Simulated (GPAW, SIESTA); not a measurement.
A GPAW input for a self-consistent single point of CdO (Fm-3m, 2 atoms in the cell) (DFT PBE, plane waves, GPAW PAW datasets PBE (gpaw-data 1.0.1)):

```python
from ase import Atoms
from ase.units import GPa
from gpaw import GPAW, PW, FermiDirac

atoms = Atoms(['Cd', 'O'],
              cell=[[0.000000, 2.303000, 2.303000],
                    [2.303000, 0.000000, 2.303000],
                    [2.303000, 2.303000, 0.000000]],
              scaled_positions=[[0.000000, 0.000000, 0.000000],
                                [0.500000, 0.500000, 0.500000]],
              pbc=True)

calc = GPAW(mode=PW(950),
            xc='PBE',
            kpts={'size': (8, 8, 8), 'gamma': True},
            occupations=FermiDirac(0.02),
            nbands=-4,
            convergence={'density': 1e-05, 'energy': 1e-05, 'bands': -2},
            symmetry={'symmorphic': False, 'tolerance': 0.0005},
            maxiter=100,
            txt='-')

atoms.calc = calc

energy = atoms.get_potential_energy()
print('Energy (eV):', round(energy, 6))
forces = atoms.get_forces()
print('Forces (eV/Ang):')
print(forces.round(5))
stress = atoms.get_stress()
print('Stress (GPa, Voigt):', (stress / GPa).round(4))
```

### Question
Write the same calculation as an input for SIESTA.

### Answer
One input that does it (others would too):

```
# files in the folder: Cd.psml O.psml (PseudoDojo PBE standard)
SystemName  CdO
SystemLabel cdo

NumberOfAtoms                2
NumberOfSpecies              2
%block ChemicalSpeciesLabel
  1 48 Cd
  2 8 O
%endblock ChemicalSpeciesLabel
LatticeConstant              3.256934 Ang
%block LatticeVectors
     0.000000000    0.707106745    0.707106745
     0.707106745    0.000000000    0.707106745
     0.707106745    0.707106745    0.000000000
%endblock LatticeVectors
AtomicCoordinatesFormat      Ang
%block AtomicCoordinatesAndAtomicSpecies
     0.000000000    0.000000000    0.000000000  1
     2.303000000    2.303000000    2.303000000  2
%endblock AtomicCoordinatesAndAtomicSpecies

XC.functional                GGA
XC.authors                   PBE
PAO.BasisSize                DZP
PAO.EnergyShift              0.01 Ry
MeshCutoff                   300 Ry
%block kgrid.MonkhorstPack
    8   0   0  0.0
    0   8   0  0.0
    0   0   8  0.0
%endblock kgrid.MonkhorstPack
OccupationFunction           FD
ElectronicTemperature        20.0 meV

MaxSCFIterations             150
SCF.Mixer.Method             Pulay
SCF.Mixer.Weight             0.25
SCF.Mixer.History            8
SCF.DM.Tolerance             1.0E-05
Diag.ParallelOverK           true
WriteForces                  true
Charge.Mulliken              end
```

Basis, cutoffs, solver keys and any potentials are the target program's own. This input uses DFT, GGA PBE, numerical atomic orbitals DZP, PseudoDojo PBE standard norm-conserving potentials (rewritten from UPF to PSML).

The starting cell has typed, rounded lattice constants, without a prior relaxation at this level. For this run, on top of that: lattice scaled by 0.98.
